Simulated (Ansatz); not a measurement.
Converging zone-centre phonons against the mesh: ZnPt (P4/mmm, 2 atoms in the cell)

```yaml
crystal:
  lattice:
    - [2.84231, 0.00000, 0.00000]
    - [0.00000, 2.84231, 0.00000]
    - [0.00000, 0.00000, 3.48408]
  atoms:
    - { symbol: Zn, position: [0.50000, 0.50000, 0.50000] }
    - { symbol: Pt, position: [0.00000, 0.00000, 0.00000] }
```

Level of theory: LDA (PW92), default PAW files made with PBE (plane waves; Ansatz, a quantum-chemistry and plane-wave program).

Base settings: basis.ecutwfc = 30.9 Ry; kpoints.mp_grid.grid = 12 12 10; hamiltonian.xc = lda; hamiltonian.pseudopotentials = {kind: paw} (the program's default PAW files); scf.occupations.method = fermi_dirac; scf.occupations.width = 0.0073 Ry.

In this ladder: phonons.method = dfpt.

Frequencies are those of the unrelaxed cell, without the LO-TO term of polar crystals.

Only quantities that move along the ladder and can be compared are tabulated.

Core times come from one kind of shared machine, to one figure; runs under 30 s give none.

The starting cell comes from a database of computed structures (which also holds hypothetical and non-ambient phases and stackings), without a prior relaxation at this level. Its lattice was rescaled by up to half a per cent. Spin polarisation is off. In the base run, with a pressure of about -7 GPa the cell is away from its equilibrium volume at this level.

| kpoints.mp_grid.grid | highest zone-centre frequency (cm⁻¹) | core time / last (rough) |
|---|---|---|
| 3 3 3 | 182.2 | – |
| 4 4 3 | 200.0 | – |
| 5 5 4 | 189.0 | – |
| 6 6 5 | 191.7 | – |
| 7 7 6 | 189.9 | – |
| 9 9 7 | 191.0 | – |
| 11 11 9 | 191.5 | 0.05 |
| 14 14 11 | 191.2 | 0.09 |
| 17 17 14 | 191.4 | 0.2 |
| 21 21 17 | 191.4 | 0.3 |
| 26 26 21 | 191.4 | 1 |

Coarsest kpoints.mp_grid.grid that holds the highest zone-centre frequency within 2 cm⁻¹ of the last step, with all finer ones: 6 6 5; the step before is off by 2.4 cm⁻¹.

Keys are those of Ansatz 0.2.
